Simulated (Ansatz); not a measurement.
Amorphous In₉Ga₉Zn₉O₄₁Ta₂, 70 atoms at 6.12 g/cm³, one PBE-relaxed geometry, zone centre. Methods: PBE, scalar-relativistic without spin-orbit coupling (Ansatz, a quantum-chemistry and plane-wave program); r2SCAN, scalar-relativistic without spin-orbit coupling (Ansatz); HSE06, scalar-relativistic without spin-orbit coupling (Ansatz). Plane waves to 420 eV (r2SCAN 500 eV); exact exchange is cut at the cell's faces. At PBE the levels at the filled edge of the gap are localised (band-tail or defect states). All rungs ran without spin polarisation.

It comes from a melt-quench run on a machine-learned potential (CHGNet), relaxed afterwards by DFT. O atoms were pushed apart under 1.9 Å during the dynamics, to hinder bonds among them. The hot cell started wider than the set density and was brought back towards it in steps. It is the lowest in DFT energy of 2 quenches. It is a model cell: composition and starting density were chosen by hand, and all elements were melted together. No dispersion term was used. Its density started from a set value of 6.12 and ended at 6.12 g/cm³. The quench (nominally 320 K/ps over its main leg) was far faster than any real one, so the model tends to hold more defects than a real film. A cell of this size samples the disorder only roughly. The volume was held where the preparation left it and the shape relaxed, at a PBE pressure of 0.8 GPa. Stress components on the final sampling reach 0.9 GPa.

The relaxation ran on the zone centre alone. At PBE the level gap is 1.16 eV on a 2×2×2 Γ-centred mesh, and the spacing at the zone centre alone 1.16 eV.

Question: What zone-centre spacing does r2SCAN give, roughly?

Answer: 1.67 eV (+0.51 eV against PBE).

Question: What zone-centre spacing does HSE06 give, roughly?

Answer: 2.77 eV (+1.61 eV against PBE).

The highest filled and the lowest empty state spread over these numbers of atoms (participation numbers): PBE: 6.3 and 61.7; r2SCAN: 7.2 and 60.5; HSE06: 8.7 and 59.7.
